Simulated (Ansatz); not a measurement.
The starting structures come from a database of crystals and need not be the phases stable at ambient conditions.

By PBEsol, the system below comes out a metal.

The ballistic (Sharvin) conductance counts the channels at the Fermi level: G/A = (e²/h) × channels of both spins per area.

Consider the following.

```xyz
6
Lattice="4.9162 0.0000 0.0000 0.0000 6.7076 0.0000 0.0000 3.3538 1.9363" Properties=species:S:1:pos:R:3 pbc="T T T"
Si     3.6872     2.2359     0.0000
Si     1.2291     4.4717     0.0000
Ni     3.6872     4.4717     0.0000
Ni     1.2291     2.2359     0.0000
Ni     2.4581     0.0000     0.0000
Ni     0.0000     0.0000     0.0000
```

The cell is taken as given.

The current flows along the normal of the first two printed cell vectors, the (110) plane of the conventional cell. No spin-orbit coupling; the value is a mean over 0.1 eV about the Fermi level.

Q: Compute, with PBEsol (Ansatz, an electronic-structure program), the ballistic conductance per area.

A: 0.98 × 10¹⁵ S/m² for both spins.
